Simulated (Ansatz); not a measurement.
Base system: BN in the h-BN type structure (space group P6_3/mmc, No. 194; a = 2.500 Å, c = 6.413 Å; layered, stacked along the Cartesian z axis).

Now apply this change: hydrostatic tension (pressure −1 GPa).

Levels (all Ansatz, a quantum-chemistry and plane-wave program, PAW, earlier PAW set): PBEsol-D3(BJ) (420 eV, without spin-orbit coupling); r2SCAN (500 eV, no SOC); HSE06 (420 eV, scalar-relativistic without spin-orbit coupling); PBEsol+SOC (420 eV, noncollinear with spin-orbit coupling).

One geometry, relaxed with PBEsol-D3(BJ), under each level:

```json
[
 {"level": "PBEsol-D3(BJ)", "band gap": "4.16 eV", "lowest conduction level above the VBM at special points": "M 4.16 eV; H 4.56 eV; L 4.63 eV; K 4.78 eV"},
 {"level": "r2SCAN", "band gap": "4.81 eV", "lowest conduction level above the VBM at special points": "M 4.81 eV; H 5.27 eV; L 5.28 eV; K 5.49 eV"},
 {"level": "HSE06", "band gap": "___", "lowest conduction level above the VBM at special points": "___"},
 {"level": "PBEsol+SOC", "band gap": "4.16 eV", "lowest conduction level above the VBM at special points": "M 4.16 eV; H 4.56 eV; L 4.63 eV; K 4.78 eV"}
]
```

**Question.** Give the withheld HSE06 results.

**Answer.** 
- HSE06, band gap: 5.55 eV
- HSE06, lowest conduction level above the VBM at special points: M 5.55 eV; H 6.02 eV; L 6.04 eV; Γ 6.38 eV

Single points use the geometry relaxed with PBEsol-D3(BJ). Their cutoffs differ, which shifts pressures a little. HSE06 was sampled on its mesh, a few special points and the semilocal edge points, so its gap is an upper bound. The spin-orbit shifts are approximate. Load acts through the strain it causes; cell and atoms are relaxed under it. Whether these cells are dynamically stable was not tested.
